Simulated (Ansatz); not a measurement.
A (14,0) black phosphorus nanotube, relaxed period 3.302 Å, atoms relaxed at each strain.

```json
[
 {"strain": "-0.015", "energy (meV a period)": "+141.6", "axial force (nN)": "-9.38"},
 {"strain": "+0.015", "energy (meV a period)": "+127.3", "axial force (nN)": "+8.06"}
]
```

Computed with PBE (plane waves to 420 eV, PAW; Ansatz, a first-principles code). Mesh 1×1×10. No spin polarisation. Isolated but for its images some 11 Å away. A hypothetical model, rolled from the flat sheet. Symmetry and one short period hold its shape; lower forms weren't sought. Buckling under compression is shut out by symmetry and the short period. Energies are free energies at a Fermi–Dirac width of 0.02 eV, from the unstrained cell.

Mean diameter 21.12 Å.

Task: Work out the axial stiffness dF/dε in two ways, and what it means for a modulus.

Result: From the forces: (+8.06 − (-9.38))/0.030 = 581 nN. From the energies: (E₊ + E₋)/(ε² c) = 0.2689 eV/(0.015² × 3.302 Å) = 361.9 eV/Å = 580 nN. The two agree to within 1 %. Spread over the circumference π × 21.12 Å, the force value is a sheet stiffness of 88 N/m.
